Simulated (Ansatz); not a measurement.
# Short convergence ladders for SrHI (P4/nmm, 6 atoms in the cell)

```
SrHI
1.0
    4.30244     0.00000     0.00000
    0.00000     4.30244     0.00000
    0.00000     0.00000     9.12510
Sr H I
2 2 2
Direct
  0.00000   0.50000   0.14468
  0.50000   0.00000   0.85532
  0.50000   0.50000   0.00000
  0.00000   0.00000   0.00000
  0.00000   0.50000   0.68477
  0.50000   0.00000   0.31523
```

Base method: LDA (PW92), default PAW files made with PBE (plane waves; Ansatz, a quantum-chemistry and plane-wave program).

Base settings: basis.ecutwfc = 420 eV; kpoints.mp_grid.grid = 6 6 3; hamiltonian.xc = lda; hamiltonian.pseudopotentials = {kind: paw} (the program's default PAW files); scf.occupations.method = fixed.

The count of work is k-points × plane waves × bands × iterations; it is no time. Core times come from one kind of shared machine, to one figure; runs under 30 s give none.

**Zone-centre phonons against the mesh**

In this ladder: phonons.method = dfpt; phonons.dielectric = true; phonons.rigid_motions = translations.

Frequencies are those of the unrelaxed cell, without the LO-TO term of polar crystals.

Only quantities that move along the ladder and can be compared are tabulated.

| kpoints.mp_grid.grid | highest zone-centre frequency (cm⁻¹) | lowest optical frequency (cm⁻¹) | core time / last (rough) |
|---|---|---|---|
| 2 2 1 | 847.7 | 41.6 | 0.04 |
| 4 4 2 | 856.1 | 47.5 | 0.08 |
| 7 7 4 | 856.0 | 47.6 | 0.2 |
| 11 11 6 | 856.0 | 47.6 | 1 |

Coarsest kpoints.mp_grid.grid that holds the lowest optical frequency within 5 cm⁻¹ of the last step, with all finer ones: 4 4 2, at about 0.08 of the last step's time; the step before is off by 6.0 cm⁻¹.

Coarsest kpoints.mp_grid.grid that holds the highest zone-centre frequency within 1 cm⁻¹ of the last step, with all finer ones: 4 4 2, at about 0.08 of the last step's time; the step before is off by 8.3 cm⁻¹.

**The size of the supercell around a displaced atom**

On SrHI (P4/nmm, 6 atoms in the cell), and larger cells.

In this ladder: scf.occupations.method = fermi_dirac; scf.occupations.width = 0.05 eV.

Steps: 1 x 1 x 1 supercell, one H atom moved by 0.02 angstrom along z; 2 x 2 x 1 supercell, one H atom moved by 0.02 angstrom along z; and so on, with the mesh thinned in proportion.

Only quantities that move along the ladder and can be compared are tabulated.

```csv
atoms,largest change of a force by the displacement (eV/Å),count of work / last
6,0.0483,0.062
24,0.0444,0.25
48,0.0449,1.0
```

Smallest size that holds the largest change of a force by the displacement within 0.002 eV/Å of the last step, with all finer ones: 24, at 0.25 of the last step's count of work; the step before is off by 0.0034 eV/Å.

On the base run: the starting cell comes from a database of computed structures (which also holds hypothetical and non-ambient phases and stackings), without a prior relaxation at this level. Its lattice was rescaled by up to half a per cent.

Keys are those of Ansatz 0.2.
